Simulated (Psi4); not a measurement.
Psi4 1.11, B3LYP/def2-svp, scf_type pk: Ge(Br)(Et)(OH)2 (C[CH2][Ge]([OH])([OH])[Br]), 13 atoms. The geometry is a generated start, not checked to be a minimum at this level.

```yaml
task: energy
method: b3lyp
basis: def2-svp
scf_type: pk
guess: auto, which took SAD (default)
diis_max_vecs: 10 (default)
scf_initial_accelerator: adiis (default)
e_convergence: 1e-06 (default)
d_convergence: 1e-06 (default)
dft_radial_points: 75 (default)
dft_spherical_points: 302 (default)
basis_functions: 155
grid_points: 276877
```

On 4 threads. Build: conda-forge: OpenMP (LLVM), MKL, Libint2. Single runs; times are not shown.

Values of memory tried: 8 GB, 4 GB, 2 GB, 1 GB, 0.5 GB, 0.3 GB.

### Question
How low can the memory setting go, and what changes on the way?

### Answer
It runs down to 0.3 GB, the lowest tried, with the same result. At 8 GB: SCF: PK in core. From 1 GB down: SCF: PK on disk.

```json
[
 {"memory": "8 GB", "path": "SCF: PK in core", "peak memory": "2.2 GiB"},
 {"memory": "4 GB", "path": "SCF: PK in core", "peak memory": "1.7 GiB"},
 {"memory": "2 GB", "path": "SCF: PK in core", "peak memory": "1.6 GiB"},
 {"memory": "1 GB", "path": "SCF: PK on disk", "peak memory": "1.0 GiB"},
 {"memory": "0.5 GB", "path": "SCF: PK on disk", "peak memory": "0.70 GiB"},
 {"memory": "0.3 GB", "path": "SCF: PK on disk", "peak memory": "0.57 GiB"}
]
```

Peak memory is the kernel's count for the largest process, libraries included and scratch files not. The peak passes the setting at 1 GB, 0.5 GB, 0.3 GB: it is no hard cap.
